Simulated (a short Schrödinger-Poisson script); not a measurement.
System: symmetric double-gate stack, SiO2 on p-type Si(100), at 77 K.

```
layer  material  thickness (nm)  Na (cm⁻³)
-----  --------  --------------  ---------
1          SiO2             3.8          -
2            Si               3       2e16
3          SiO2             3.8          -
```

The device is made up for the run: typed textbook-type constants, with dimensions and the other settings drawn at random. SiO2: permittivity 3.9, conduction-band edge (eV) 3.15, gap (eV) 9, electron mass (mₑ) 0.5. Si: permittivity 11.7, conduction-band edge (eV) 0, gap (eV) 1.124, Nv at 300 K (cm⁻³) 3.1e19.

Channel valleys (confinement mass, in-plane density-of-states mass, number): Δ2 0.916, 0.19, 2; Δ4 0.19, 0.417, 4. At the gates, both at one voltage, the conduction-band edge of layer 1 lies 3.3 eV − eVg above the Fermi level of the channel. Gaps are held at their typed values at every temperature. Mesh 0.03 nm at interfaces.

From a short Schrödinger-Poisson script (our own, NumPy): 1D Poisson equation in equilibrium, electrons quantum, Hartree (BenDaniel-Duke, 12 states a valley, the channel's in-plane mass for all, wave functions free to enter the dielectric), parabolic valleys, classical holes, full ionisation, no traps, pinning or gate leakage.

The same stack at other levels of the model or other numerical settings:

| run | sheet density of all electrons at Vg = 2.4 V (cm⁻²) | sheet density of all electrons at Vg = 0.6 V (cm⁻²) | capacitance of both gates at Vg = 2.4 V (μF/cm²) | rough cost against the base |
|---|---|---|---|---|
| base | 2.25e13 | 4.05e12 | 1.70 | about 1 |
| electrons treated as classical, Boltzmann | ? | 4.86e12 | ? | 0.03 |
| electrons treated as classical, Fermi-Dirac | 2.40e13 | ? | 1.73 | 0.08 |
| mesh six times as coarse | 2.24e13 | 4.04e12 | 1.70 | 0.3 |
| one subband a valley | 2.25e13 | 4.05e12 | 1.69 | 0.3 |

Task: Complete the blanks.

Result: 
- electrons treated as classical, Boltzmann, sheet density of all electrons at Vg = 2.4 V (cm⁻²): 2.50e13
- electrons treated as classical, Boltzmann, capacitance of both gates at Vg = 2.4 V (μF/cm²): 1.80
- electrons treated as classical, Fermi-Dirac, sheet density of all electrons at Vg = 0.6 V (cm⁻²): 4.71e12

The classical rows ignore confinement, and Boltzmann statistics overrate the density once the band edge passes the Fermi level.
